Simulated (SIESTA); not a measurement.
Band structure of CdSe (P6_3mc, 4 atoms in the cell).

```
CdSe
1.0
    4.34609     0.00000     0.00000
   -2.17305     3.76382     0.00000
    0.00000     0.00000     7.08984
Cd Se
2 2
Direct
  0.66667   0.33333   0.49995
  0.33333   0.66667   0.99995
  0.66667   0.33333   0.87591
  0.33333   0.66667   0.37591
```

Method of the run: GGA PBE, numerical atomic orbitals DZP, PseudoDojo PBE standard norm-conserving potentials (rewritten from UPF to PSML) in SIESTA 5.4.2.

Settings: XC.functional = GGA; XC.authors = PBE; potentials = PseudoDojo PBE standard; PAO.BasisSize = DZP; PAO.EnergyShift = 0.005 Ry; MeshCutoff = 300 Ry; kgrid.MonkhorstPack = 7 7 4; OccupationFunction = FD; ElectronicTemperature = 10 K; MaxSCFIterations = 150; SCF.Mixer.Method = Pulay; SCF.Mixer.Weight = 0.2; SCF.Mixer.History = 6; SCF.DM.Tolerance = 1.0E-04.

The starting cell comes from a database of computed structures (which also holds hypothetical and non-ambient phases and stackings), without a prior relaxation at this level. Values carry the incompleteness of an atom-centred basis.

Question: Predict the gap along the standard path and the places of the band edges.

Answer: The gap along the path is 0.84 eV, direct at Γ to within 0.01 eV.

Levels in eV from the top of the valence band on the path, bands 33 to 37:
```json
[
 {"point": "Γ", "33": "-0.71", "34": "-0.03", "35": "0.00", "36": "0.00", "37": "0.84"},
 {"point": "M", "33": "-2.52", "34": "-1.75", "35": "-1.24", "36": "-0.71", "37": "3.48"},
 {"point": "K", "33": "-2.90", "34": "-1.77", "35": "-1.77", "36": "-1.58", "37": "4.85"},
 {"point": "A", "33": "-0.37", "34": "-0.37", "35": "-0.37", "36": "-0.37", "37": "2.61"},
 {"point": "L", "33": "-1.28", "34": "-1.28", "35": "-1.27", "36": "-1.27", "37": "3.26"},
 {"point": "H", "33": "-2.30", "34": "-2.30", "35": "-1.05", "36": "-1.05", "37": "4.15"}
]
```

Higher empty bands are left out: an atom-centred basis made for the valence describes them poorly.
